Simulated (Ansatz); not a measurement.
The parent structure is SnO in the litharge type structure (space group P4/nmm, No. 129; a = 3.837 Å, c = 4.759 Å; layered, stacked along the Cartesian z axis).

Computed with PBE-D3(BJ) (Ansatz, an electronic-structure program), no SOC.

One change was made to it. Results:

The lattice parameter a shrinks by 0.115 Å (3.837 Å → 3.722 Å); the c/a ratio decreases by 0.078, from 1.240 to 1.162.

**Question.** Which of these changes matches the shifts?
A. pressure 9 GPa
B. pressure 4.5 GPa
C. pressure 22.5 GPa
D. pressure 0.9 GPa

**Answer.** A, pressure 9 GPa. For comparison, the lattice parameter a in the other runs: pressure 0.9 GPa gives 3.824 Å; pressure 4.5 GPa gives 3.771 Å; pressure 22.5 GPa gives 3.615 Å.

Load acts through the strain it causes; cell and atoms are relaxed under it. No phonon test of stability was made. Competing high-pressure phases were not computed. The final runs are not spin-polarised.
